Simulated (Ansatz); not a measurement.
# La2O3 under a change: isotropic strain +0.84 %

Start from La2O3 (space group P-3m1, No. 164; a = 3.940 Å, c = 6.188 Å).

Perturbation: the cell is scaled by 1.0084 in all directions, atoms relaxed at fixed cell.

All numbers come from Ansatz (a program for electronic structure), PBE, PAW, cutoff 420 eV, no SOC, earlier PAW set. Γ-centred 10×10×6 mesh, Fermi–Dirac width 0.05 eV.

The space group stays P-3m1 (No. 164) and the shortest interatomic distance goes up by 0.0336 bohr to 4.512 bohr. The energy goes up by 3.8 meV/atom and the pressure (mean of the normal stresses, compression positive) decreases by 28.2 kbar, from 0.1 kbar to -28.1 kbar. The band gap falls by 0.04 eV to 3.79 eV and the gap character remains indirect, L → M. The smallest direct gap stays essentially unchanged (3.97 eV against 3.96 eV) and the mean gap deformation potential ΔEg/Δln V is -1.8 eV. The width of the top valence band stays 0.36 eV.

Final structure:

```
CELL_PARAMETERS angstrom
      3.97352     0.00000     0.00000
     -1.98676     3.44117     0.00000
      0.00000     0.00000     6.24029
ATOMIC_POSITIONS crystal
  La 0.33333 0.66667 0.24894
  La 0.66667 0.33333 0.75106
  O  0.00000 0.00000 0.00000
  O  0.33333 0.66667 0.64496
  O  0.66667 0.33333 0.35504
```

Whether these cells are dynamically stable was not tested.
